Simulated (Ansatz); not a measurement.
V₂O₅ (P2₁/m, No. 11, 14 atoms in the cell; start mp-510568) was calculated with r²SCAN-D4 in Ansatz (PAW).

Settings: plane-wave cutoff 500 eV, 6×12×6 k mesh (along the axes of the cell as run), gaussian smearing 0.02 eV, no spin polarisation, scalar-relativistic PAW data made under PBE.

Cell (relaxed at this level):

```
CELL_PARAMETERS angstrom
      6.27336     0.00000    -0.01177
      0.00000     3.53248     0.00000
     -0.03092     0.00000     7.13415
ATOMIC_POSITIONS crystal
  V  0.74234 0.25000 0.72131
  V  0.25766 0.75000 0.27869
  V  0.19565 0.25000 0.90055
  V  0.80435 0.75000 0.09945
  O  0.73884 0.75000 0.80682
  O  0.26116 0.25000 0.19318
  O  0.03672 0.25000 0.70237
  O  0.96328 0.75000 0.29763
  O  0.43894 0.25000 0.82428
  O  0.56106 0.75000 0.17572
  O  0.14655 0.75000 0.96744
  O  0.85345 0.25000 0.03256
  O  0.67854 0.25000 0.50973
  O  0.32146 0.75000 0.49027
```

Q: Estimate the band gap that the calculation returns.

A: 
* **band gap**: 1.82 eV (on the SCF k mesh)

Note: the relaxation could not lower the start's symmetry, so the cell can be a saddle point above a distorted one.

Computed values are for the static lattice.

Cost on a shared machine: roughly 15 core-minutes.

A start named mp-… is a Materials Project structure, which need not be a measured phase.

Ansatz is a program for electronic structure.
